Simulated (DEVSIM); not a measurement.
Device: Ti/HfO2/p-Si capacitor, at 250 K.

```csv
layer (left to right),material,thickness (nm),Na (cm⁻³)
1,HfO2,9.60,-
2,Si,4200,1.9e16
```

Metal gate on the left, work function 4.33 eV. Fixed charge at the semiconductor interface 5.2e11 cm⁻² (in units of +e); no interface traps.

The device is made up for the run: typed textbook-type constants, with dimensions and the other settings drawn at random. Values at 300 K; Nc and Nv go as T^1.5, mobilities as T to minus their exponent, the gap by Varshni's rule with the affinity fixed.

```csv
parameter,HfO2,Si
gap (eV),5.7,1.124
affinity (eV),2.5,4.05
permittivity,22,11.7
Nc (cm⁻³),-,2.86e19
Nv (cm⁻³),-,3.1e19
Varshni α (eV/K),-,0.000473
Varshni β (K),-,636
```

DEVSIM, 1D Poisson equation in equilibrium, Boltzmann statistics, complete ionisation; no quantum confinement or tunnelling. Metal contacts follow the ideal Schottky-Mott rule: no Fermi-level pinning, no interface dipoles.

The substrate doping was swept, all else fixed.

| substrate doping (cm^-3) | flat-band voltage (V) | threshold voltage (band bending 2φF) (V) | minimum of the low-frequency capacitance (μF/cm²) |
|---|---|---|---|
| 9.5e14 | -0.68 | 0.03 | 0.0119 |
| 1.9e15 | -0.69 | 0.05 | 0.0166 |
| 3.8e15 | -0.71 | 0.07 | 0.0224 |
| 9.5e15 | -0.73 | 0.10 | 0.0338 |
| 1.9e16 | -0.74 | 0.12 | 0.0469 |
| 3.8e16 | -0.76 | 0.15 | 0.0654 |

From the first row to the last the flat-band voltage goes from -0.68 to -0.76. From the first row to the last the threshold voltage (band bending 2φF) goes from 0.03 to 0.15.
